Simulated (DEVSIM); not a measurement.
Device: abrupt Ge n-p junction, at 300 K.

| layer (left to right) | material | thickness (μm) | Nd (cm⁻³) | Na (cm⁻³) | τn (s) | τp (s) |
|---|---|---|---|---|---|---|
| 1 | Ge | 1.10 | 1.8e18 | - | 2.7e-5 | 2.7e-5 |
| 2 | Ge | 190 | - | 1.9e17 | 2.7e-5 | 2.7e-5 |

Left contact: ohmic. Right contact: ohmic. Voltage is applied to the left contact. Recombination: SRH at mid-gap, radiative, Auger. Mobility is μmin + (μ − μmin)/(1 + (N/Nref)^α).

Constants are typed, rounded textbook-type inputs, not results; the design itself was drawn at random and stands for no fabricated device. Values at 300 K.

```
parameter           Ge
-------------  -------
gap (eV)         0.664
affinity (eV)        4
permittivity        16
Nc (cm⁻³)      1.04e19
Nv (cm⁻³)         6e18
μn (cm²/Vs)       3900
μp (cm²/Vs)       1900
μn,min             150
μp,min             100
Nref,n          2.6e17
Nref,p            4e17
αn                0.56
αp                 0.6
B (cm³/s)      6.4e-14
Cn (cm⁶/s)       1e-31
Cp (cm⁶/s)       1e-31
```

Model (solved in DEVSIM): 1D drift-diffusion, Boltzmann statistics, complete ionisation; no tunnelling, impact ionisation, image-force lowering or self-heating.

The thickness of layer 1 was swept, all else fixed.

```tsv
thickness of layer 1 (μm)	dark forward voltage at 1 A/cm² (V)	dark forward voltage at 100 A/cm² (V)
0.22	0.270	0.437
0.39	0.284	0.446
0.66	0.296	0.454
1.1	0.308	0.462
1.9	0.319	0.468
3.3	0.328	0.473
5.5	___	0.476
```

Question: What belongs in the gaps?

Answer: 
- 5.5, dark forward voltage at 1 A/cm² (V): 0.335
